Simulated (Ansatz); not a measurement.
## Sb (space group I4_132, No. 214; a hypothetical phase, not in the database extracts checked)

```cif
data_Sb8
_chemical_formula_sum 'Sb8'
_space_group_name_H-M_alt 'I4132'
_space_group_IT_number 214
_space_group_name_Hall 'I 4bd 2c 3'
_cell_length_a 7.97819
_cell_length_b 7.97819
_cell_length_c 7.97819
_cell_angle_alpha 90.000
_cell_angle_beta 90.000
_cell_angle_gamma 90.000
loop_
_atom_site_label
_atom_site_type_symbol
_atom_site_symmetry_multiplicity
_atom_site_Wyckoff_symbol
_atom_site_fract_x
_atom_site_fract_y
_atom_site_fract_z
_atom_site_occupancy
Sb1 Sb 8 a 0.12500 0.12500 0.12500 1
```
(The calculation used a cell of 4 atoms; values per cell refer to that cell.)

The values are results of Kohn–Sham DFT with the PBEsol functional, run in Ansatz (a quantum-chemistry and plane-wave program) with PAW and 420 eV plane waves, spin-orbit coupling left out, not measurements. Settings: 8×8×8 k-points, 0.05 eV Fermi–Dirac smearing.

The volume per atom comes out as 63.48 Å³ and the density is 3.19 g/cm³. The band gap is zero and the total energy is -6407.255 eV/atom (σ→0; compares only within this code and set-up).

No phonon test of stability was made.
